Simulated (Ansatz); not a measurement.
Reference: ZnS (F-43m), r2SCAN with spin-orbit coupling, rigid bands (plane waves, PAW; Ansatz, a first-principles code); geometry: cell and atoms relaxed with PBEsol.

ZnS is modelled in the cubic space group F-43m (No. 216), the zinc blende structure, Pearson symbol cF8. Lattice parameters: a = b = c = 5.357 Å, α = β = γ = 90.00°. Zn on 4a sees 4 S at 2.319 Å (tetrahedral). S on 4d has 4 Zn at 2.319 Å (tetrahedral). (Neighbours: up to the widest gap in distance over summed covalent radii, below 1.35, at either atom; cation-cation and far metal-metal contacts left out.)
(The calculation used a cell of 2 atoms; values per cell refer to that cell.)

The band gap comes out as 2.77 eV. The electron conductivity mass is 0.21 mₑ and the hole conductivity mass is 0.85 mₑ. The Seebeck coefficient, n-type 1e19 cm⁻³ is -117 μV/K.

Replace S by Se on the same sites and relax. What happens?

ZnSe (F-43m): volume per atom 19.2 to 22.3 Å³; band gap falls (2.77 eV to 1.82 eV); electron conductivity mass falls (0.21 mₑ to 0.135 mₑ); hole conductivity mass falls (0.85 mₑ to 0.67 mₑ); Seebeck coefficient, n-type 1e19 cm⁻³ falls in size (-117 μV/K to -83 μV/K).

Moves up to 5 % count as about the same. Masses are for dilute carriers at 300 K, harmonic means over directions unless an axis is named. Seebeck coefficients are for the stated density at 300 K, with one relaxation time for all states and whether or not that doping can be reached.
